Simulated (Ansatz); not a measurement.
## La2Sb (space group I4/mmm, No. 139)

```cif
data_La8Sb4
_chemical_formula_sum 'La8 Sb4'
_space_group_name_H-M_alt 'I4/mmm'
_space_group_IT_number 139
_space_group_name_Hall '-I 4 2'
_cell_length_a 4.56788
_cell_length_b 4.56788
_cell_length_c 18.02236
_cell_angle_alpha 90.000
_cell_angle_beta 90.000
_cell_angle_gamma 90.000
loop_
_atom_site_label
_atom_site_type_symbol
_atom_site_symmetry_multiplicity
_atom_site_Wyckoff_symbol
_atom_site_fract_x
_atom_site_fract_y
_atom_site_fract_z
_atom_site_occupancy
La1 La 4 e 0.00000 0.00000 0.32051 1
La2 La 4 c 0.00000 0.50000 0.00000 1
Sb1 Sb 4 e 0.00000 0.00000 0.13738 1
```
(The calculation used a cell of 6 atoms; values per cell refer to that cell.)

Level of theory: Kohn–Sham DFT with the PBEsol functional, run in Ansatz (a first-principles code) with PAW and 420 eV plane waves, spin-orbit coupling left out. k-mesh 14×14×14 (Γ-centred); smearing 0.05 eV (Fermi–Dirac).

| Quantity | Value |
|---|---|
| Volume per atom | 31.34 Å³ |
| Density | 7.06 g/cm³ |
| Band gap | zero |
| Total energy | -6244.475 eV/atom (σ→0; compares only within this code and set-up) |

Stability against distortions was not tested. All final runs are without spin polarisation.
